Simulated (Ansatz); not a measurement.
## Evanescent states of Bi$_{2}$Se$_{3}$ (R-3m, 5 atoms a cell, 28.2 Å³ an atom) along the normal of (110)

Computed with r2SCAN (plane waves, PAW; Ansatz, a quantum-chemistry and plane-wave program).

No gap correction and no spin-orbit coupling; mid-gap is the computed energy nearest the middle.

Energies count from the valence-band top; κ is the least over a 6×4 mesh across the current.

| E (eV) | κ (1/Å) | where |
|---|---|---|
| 0.03 | 0.029 | Γ |
| 0.07 | 0.049 | Γ |
| 0.12 | 0.061 | Γ |
| 0.17 | 0.071 | Γ |
| 0.23 | 0.071 | Γ |
| 0.28 | 0.063 | Γ |
| 0.33 | 0.053 | Γ |
| 0.38 | 0.040 | Γ |
| 0.42 | 0.016 | Γ |

Question: How thick must the barrier be to attenuate the transmission by 10^4 when the electrodes' Fermi level lies at 0.33 eV, and what attenuation does that film give at 0.17 eV?

Answer: d = 4 ln 10 / (2 × 0.053) = 86.9 Å. At 0.17 eV it gives 4 × 0.071/0.053 = 5.4 decades.
